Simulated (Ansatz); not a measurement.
Input and output of a self-consistent single point for ZrTiTe4 (P2/m, 6 atoms in the cell) (Ansatz, a first-principles code)

Computed with LDA (PW92), default PAW files made with PBE (plane waves; Ansatz).

The input file:

Ansatz 0.2 input:
```yaml
# ZrTiTe4
crystal:
  lattice:
    - [6.772172, 0.000000, 0.000000]
    - [0.000000, 3.913105, 0.000000]
    - [-0.013984, 0.000000, 6.847980]
  atoms:
    - { symbol: Zr, position: [0.500000, 0.500000, 0.000000] }
    - { symbol: Ti, position: [0.000000, 0.000000, 0.000000] }
    - { symbol: Te, position: [0.844430, 0.500000, 0.247040] }
    - { symbol: Te, position: [0.155570, 0.500000, 0.752960] }
    - { symbol: Te, position: [0.323740, 0.000000, 0.255620] }
    - { symbol: Te, position: [0.676260, 0.000000, 0.744380] }
basis:
  ecutwfc: 420.0
kpoints:
  mp_grid: { grid: [3, 7, 3] }
hamiltonian:
  xc: lda
  pseudopotentials: { kind: paw }
scf:
  occupations: { method: gaussian, width: 0.1 }
output:
  forces: true
  eigenvalues: true
  stress: true
```

The program printed (abridged):

```
WARN ansatz: RAYON_NUM_THREADS=1 ignored (pool sized by the plan → 1); use --threads N
Pseudopotentials: kind: paw
Pseudopotential: Zr, paw, valence charge 12
Pseudopotential: Ti, paw, valence charge 12
Pseudopotential: Te, paw, valence charge 16
Crystal: 6 atoms, lattice volume = 181.473 Å³
Basis set: ecut = 420 eV, 3599 PW (Γ)
Bands: 53, of which v1, the nominal top of the filled ones, is band 44 counted from 1 (43 counted from 0)
Symmetry: 4 space group operations
Space group: P2/m (ITA 10), of the structure as read, at distance tolerance 5.7e-5 Å
k-points: 20 of 63
PAW frozen core: Zr, regenerated for the run's functional, and the local potential with it
PAW frozen core: Ti, regenerated for the run's functional, and the local potential with it
PAW frozen core: Te, regenerated for the run's functional, and the local potential with it
Initial density: superposition of atomic densities (neutral atoms: chi_scale 0, normalization atom), corrected by the library's trained network
Initial wavefunctions: pseudopotential atomic-orbital guess
Eigensolver: davidson
Functional: x = slater, c = lda
SCF iter   1: F=—  HF=-33841.087937 eV  |F-HF|=—  |Δ(HF+E_count)|=         —  Δρ=4.73e-3  dr2=1.77e-2  ethr=1.77e-3  ⟨swp⟩=7.2  Hψ=4167  notcnv=0
all-band conjugate gradients solve this SCF's bands
preconditioner: auto → LDOS
SCF iter   2: F=—  HF=-33841.082431 eV  |F-HF|=—  |Δ(HF+E_count)|=   5.51e-3  Δρ=1.92e-3  dr2=1.04e-2  ethr=2.02e-5  ⟨swp⟩=2.0  Hψ=2235  notcnv=0  defer=13
SCF iter   3: F=—  HF=-33841.080785 eV  |F-HF|=—  |Δ(HF+E_count)|=   1.65e-3  Δρ=8.74e-4  dr2=2.00e-3  ethr=1.18e-5  ⟨swp⟩=2.0  Hψ=1907  notcnv=0  defer=13
SCF iter   4: F=—  HF=-33841.080434 eV  |F-HF|=—  |Δ(HF+E_count)|=   3.51e-4  Δρ=1.99e-4  dr2=8.02e-5  ethr=2.27e-6  ⟨swp⟩=2.8  Hψ=1801  notcnv=0  defer=13
SCF iter   5: F=—  HF=-33841.080405 eV  |F-HF|=—  |Δ(HF+E_count)|=   2.91e-5  Δρ=3.36e-5  dr2=3.60e-6  ethr=9.12e-8  ⟨swp⟩=3.0  Hψ=2011  notcnv=0  defer=13
SCF iter   6: F=-33841.080404 eV  HF=-33841.080405 eV  |F-HF|=4.45e-8  |Δ(HF+E_count)|=   7.14e-7  Δρ=6.90e-6  dr2=8.05e-8  ethr=1.14e-10  ⟨swp⟩=9.0  Hψ=5573  notcnv=0
SCF 1 converged in 6 iterations: F = -33841.080404 eV  dr2 = 8.05e-8
SCF converged after 6 iterations
Free energy (F): -33841.080404 eV
Harris-Foulkes:  -33841.080405 eV  (|F-HF|=4.45e-8)
Internal energy: -33841.066643 eV  (E = F + TS)
E sigma→0 (E₀):  -33841.073524 eV
Entropy (-TS):   -0.013762 eV (-2.294 meV/atom)
Fermi energy:    8.875258 eV
--- Per-component energies (eV) ---
  E_band       = -1394.355799
  E_kinetic    = 1329.284808
  E_local      = -7422.271548  (includes V_loc(G=0)·N_el)
  E_nonlocal   = -1122.523951
  E_hartree    = 4169.327131
  E_xc         = -751.824818
  E_vxc        = -730.803759  (∫ρ·V_xc dr)
  E_paw        = -21889.029598  (= ΣΔE_a)
  E_vpaw       = -1786.687959  (= ΣTr[D̂ρ^β])
  E_aug_tail   = -0.000653  (compensation charges beyond the density's cutoff)
  E_ewald      = -8157.439009
  E_core_change = 3.410996  (= ΣΔE_core)
  E_smearing   = -0.013762  (= −TS)
  E_closure    = 0.000000  (closes the sum)
  Σ components = -33841.080404   (vs F -33841.080404, Δ=0.00e0)
--- Forces (eV/Å), atoms counted from 1 ---
  atom   1  Zr     0.00000000     0.00000000     0.00000000
  atom   2  Ti     0.00000000     0.00000000     0.00000000
  atom   3  Te     0.01926332     0.00000000    -0.14525613
  atom   4  Te    -0.01926332     0.00000000     0.14525613
  atom   5  Te    -0.03814290     0.00000000    -0.13590319
  atom   6  Te     0.03814290     0.00000000     0.13590319
  max |Σ_I F_I| component: 0.00e0 eV/Å
--- Stress (GPa, compression-positive) ---
       -4.391751       0.000000      -0.097952
        0.000000      -4.206418       0.000000
       -0.097952       0.000000      -3.309119
  P = ⅓ Tr σ = -3.9691 GPa (-39.691 kbar)
  The stress holds the Pulay correction. Without it, at fixed plane waves, as pw.x and ABINIT print it: P = -4.0014 GPa
--- Band table (eV; the first three rows and the last of 20) ---
  k-point 0: bands = ["-48.1983", "-40.4953", "-27.4327", "-27.4315", "-27.4291", "-27.4281", "-27.4256", "-27.4254", "-27.4206", "-27.4185", "-27.4107", "-27.4096", "-27.4079", "-27.4072", "-27.4065", "-27.4060", "-27.4053", "-27.4042", "-27.3980", [...]
  k-point 1: bands = ["-48.1983", "-40.4953", "-27.4332", "-27.4316", "-27.4295", "-27.4276", "-27.4254", "-27.4252", "-27.4203", "-27.4189", "-27.4106", "-27.4099", "-27.4076", "-27.4070", "-27.4063", "-27.4060", "-27.4054", "-27.4046", "-27.3981", [...]
  k-point 2: bands = ["-48.1982", "-40.4946", "-27.4322", "-27.4307", "-27.4288", "-27.4276", "-27.4257", "-27.4249", "-27.4203", "-27.4193", "-27.4108", "-27.4094", "-27.4081", "-27.4077", "-27.4064", "-27.4058", "-27.4052", "-27.4046", "-27.3977", [...]
  k-point 19: bands = ["-48.1975", "-40.4919", "-27.4336", "-27.4282", "-27.4273", "-27.4259", "-27.4245", "-27.4231", "-27.4213", "-27.4197", "-27.4107", "-27.4094", "-27.4091", "-27.4082", "-27.4072", "-27.4056", "-27.4053", "-27.4044", [...]
```

The run converged in 6 iterations.

The starting cell comes from a database of computed structures (which also holds hypothetical and non-ambient phases and stackings), without a prior relaxation at this level. Its lattice was rescaled by up to half a per cent. Spin-orbit coupling is off. Spin polarisation is off, so a magnetic state, if there is one, cannot be reached. With a pressure of about -4 GPa the cell is away from its equilibrium volume at this level. Ansatz's pressure includes its estimate of the finite-basis (Pulay) stress.
